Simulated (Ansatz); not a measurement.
Harmonic thermodynamics of Al₂O₃ in the corundum structure

Per mole of formula units at the relaxed static volume; finite displacements on a 4×4×4 mesh, Ansatz (a quantum-chemistry and plane-wave program), PBE functional, plane-wave PAW, k mesh 8×8×8; sums on an interpolated 8×8×8 mesh. Dynamical quadrupoles are not included in the interpolation of the phonons between the solved wave vectors. Zero-point energy 42.58 kJ/mol.

```json
[
 {"T (K)": "100", "F_vib (kJ/mol)": "42.46", "S (J/mol/K)": "5.1", "C_V (J/mol/K)": "14.9"},
 {"T (K)": "150", "F_vib (kJ/mol)": "41.98", "S (J/mol/K)": "14.9", "C_V (J/mol/K)": "35.4"},
 {"T (K)": "200", "F_vib (kJ/mol)": "40.92", "S (J/mol/K)": "27.8", "C_V (J/mol/K)": "54.9"},
 {"T (K)": "250", "F_vib (kJ/mol)": "39.18", "S (J/mol/K)": "41.8", "C_V (J/mol/K)": "70.4"},
 {"T (K)": "300", "F_vib (kJ/mol)": "36.74", "S (J/mol/K)": "55.8", "C_V (J/mol/K)": "82.1"},
 {"T (K)": "400", "F_vib (kJ/mol)": "29.84", "S (J/mol/K)": "81.6", "C_V (J/mol/K)": "97.2"},
 {"T (K)": "600", "F_vib (kJ/mol)": "9.07", "S (J/mol/K)": "124.1", "C_V (J/mol/K)": "111.0"},
 {"T (K)": "800", "F_vib (kJ/mol)": "___", "S (J/mol/K)": "___", "C_V (J/mol/K)": "___"},
 {"T (K)": "1000", "F_vib (kJ/mol)": "-53.29", "S (J/mol/K)": "183.3", "C_V (J/mol/K)": "119.5"}
]
```

Complete the blanks.


- 800, F_vib (kJ/mol): -19.17
- 800, S (J/mol/K): 157.0
- 800, C_V (J/mol/K): 116.7

The crystal is held in this phase throughout; melting and phase transitions are not modelled.
